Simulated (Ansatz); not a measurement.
An Ansatz (a program for electronic structure) run: BaTiO3 with a change (pressure 50 GPa); plane-wave PAW DFT at the r2SCAN level (Ansatz, 500 eV), no spin-orbit coupling.

Input:

Ansatz 0.2 input:
```yaml
crystal:
  lattice:
    - [3.8302773954, 0, 0]
    - [0, 3.8302773954, 0]
    - [0, 0, 3.8302773954]
  atoms:
    - { symbol: Ba, position: [0, 0, 0] }
    - { symbol: Ti, position: [0.5, 0.5, 0.5] }
    - { symbol: O, position: [0, 0.5, 0.5] }
    - { symbol: O, position: [0.5, 0.5, 0] }
    - { symbol: O, position: [0.5, 0, 0.5] }
basis: { ecutwfc: 500, ecutrho_ratio: 4, xc_grid: 4, fft_grid_basis: typed }
kpoints: { mp_grid: { grid: [8, 8, 8] } }
hamiltonian:
  xc: r2scan
  dispersion: none
  pseudopotentials: { kind: paw }
scf: { occupations: { method: fermi_dirac, width: 0.05 } }
relax: { f_tol: 0.01, max_steps: 60, cell: { stress_tol: 0.02, p_target: 50.0 } }
output: { forces: true, stress: true }
checkpoint: { write: state.ck, write_every: 1000 }
```

Output (explanatory and most iteration lines left out):

```
Relaxation: its limit of steps is 60 (relax.max_steps)
Pseudopotential: Ba, paw, valence charge 10
Pseudopotential: Ti, paw, valence charge 12
Pseudopotential: O, paw, valence charge 6
Crystal: 5 atoms, lattice volume = 56.194 Å³
Basis set: ecut = 500 eV, 1365 PW (Γ), exchange–correlation on 120×120×120 points (64 copies of the dense FFT grid, shifted against one another)
Bands: 25, of which v1, the nominal top of the filled ones, is band 20 counted from 1 (19 counted from 0)
Symmetry: 48 space group operations
Space group: Pm-3m (ITA 221), of the structure as read, at distance tolerance 3.8e-5 Å
k-points: 35 of 512
Functional: x = r2scan, c = r2scan; τ floored in thin density (d = 2e-4 eV/Å³)
SCF iter   1: F=—  HF=-10183.006750 eV  |F-HF|=—  |Δ(HF+E_count)|=         —  Δρ=2.19e-2  dr2=3.10e-1  dr2_τ=3.16e-1  ethr=1.77e-3  ⟨swp⟩=6.2  Hψ=4446  notcnv=0
SCF iter   2: F=—  HF=-10183.167064 eV  |F-HF|=—  |Δ(HF+E_count)|=   1.60e-1  Δρ=8.68e-3  dr2=1.94e-2  dr2_τ=1.34e-2  ethr=7.74e-4  ⟨swp⟩=3.1  Hψ=2003  notcnv=0  defer=35
SCF 1 converged in 7 iterations: F = -10183.165087 eV  dr2 = 1.24e-8
relax step   1: F+E_penalty+E_count = -10183.16508687 eV  Δ(F+E_penalty+E_count) = +0.000e0 eV  max|allowed force component| = 2.885e-29 eV/Å  Δτ_max = 0.0000 Å  P = +30.019 GPa  Ω = 56.194 Å³  (7 SCF iters, dr2 threshold 1.00e-7 eV, accepted)
[... steps on the carried basis left out ...]
relax step   8: F+E_penalty+E_count = -10182.37862208 eV  Δ(F+E_penalty+E_count) = -3.510e-5 eV  max|allowed force component| = 7.073e-30 eV/Å  Δτ_max = 0.0000 Å  P = +49.999 GPa  Ω = 53.007 Å³  stress off target by 1.44e-3 GPa  SCF on the basis re-selected at this cell (its energy is not comparable with the rows above)  (4 SCF iters)
SCF converged after 4 iterations
Free energy (F): -10182.378622 eV
Internal energy: -10182.378622 eV  (E = F + TS)
E sigma→0 (E₀):  -10182.378622 eV
Fermi energy:    14.302659 eV
--- Forces (eV/Å), atoms counted from 1 ---
  atom   1  Ba     0.00000000     0.00000000     0.00000000
  atom   2  Ti    -0.00000000     0.00000000     0.00000000
  atom   3  O     -0.00000000    -0.00000000     0.00000000
  atom   4  O      0.00000000     0.00000000     0.00000000
  atom   5  O      0.00000000     0.00000000     0.00000000
--- Stress (GPa, compression-positive) ---
       49.998561      -0.000000      -0.000000
       -0.000000      49.998561      -0.000000
       -0.000000      -0.000000      49.998561
  P = ⅓ Tr σ = 49.9986 GPa (499.986 kbar)
--- Relaxed structure (6 steps of the walk, 6 accepted, 2 SCFs on fresh bases) ---
  cell:  # Å, volume = 53.0073 Å³
    - [3.7564576124822993, -1.5398975995771963e-33, -2.5754297563615774e-34]
    - [-5.127349625706708e-34, 3.7564576124822993, 5.7777898331617076e-34]
    - [-2.5754297563615774e-34, 5.7777898331617076e-34, 3.7564576124822993]
  atoms:
    - { symbol: Ba, position: [-1.148099624578884e-34, 6.494724153637214e-36, -2.7235939998953334e-36] }
    - { symbol: Ti, position: [0.5, 0.5, 0.5] }
    - { symbol: O, position: [1.9274665230083994e-35, 0.5, 0.5] }
    - { symbol: O, position: [0.5, 0.5, -6.28521692281444e-37] }
    - { symbol: O, position: [0.5, 6.494724153692674e-36, 0.5] }
```

Load acts through the strain it causes; cell and atoms are relaxed under it. No phonon test of stability was made. Competing high-pressure phases were not computed. All final runs are without spin polarisation. The cell was made from BaTiO3 in the cubic perovskite structure (space group Pm-3m, No. 221) by this change: pressure 50 GPa. Many cubic perovskites are stable only at high temperature; tilts and polar distortions were not tested. This is not the structure that BaTiO3 has at room temperature and ambient pressure.
